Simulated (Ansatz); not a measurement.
AlN (P6_3mc), PBEsol with spin-orbit coupling, rigid bands in Ansatz (a quantum-chemistry and plane-wave program): N_v = 5.90e19 cm⁻³ at 300 K and a hole conductivity mass of 3.70 mₑ along x (a = (3.11, 0.00, 0.00) Å; b = (-1.56, 2.70, 0.00) Å; c = (0.00, 0.00, 4.98) Å).

Problem. For 1e16 holes per cm³ at 300 K, place the Fermi level, estimate the Seebeck coefficient of a parabolic band with constant τ, and give mobility and conductivity for τ = 50 fs.

Solution. The level lies k_BT ln(N_v/p) = 0.224 eV above the valence-band maximum. S ≈ +(k_B/e)[ln(N_v/p) + 5/2] = 964 μV/K, against 967 μV/K from the full bands (mean over directions). μ = eτ/m = 23.8 cm²/(V·s) and σ = peμ = 0.0381 S/cm. τ is assumed, not computed.

Band transport and this doping are assumed; polarons and phonon drag are left out.
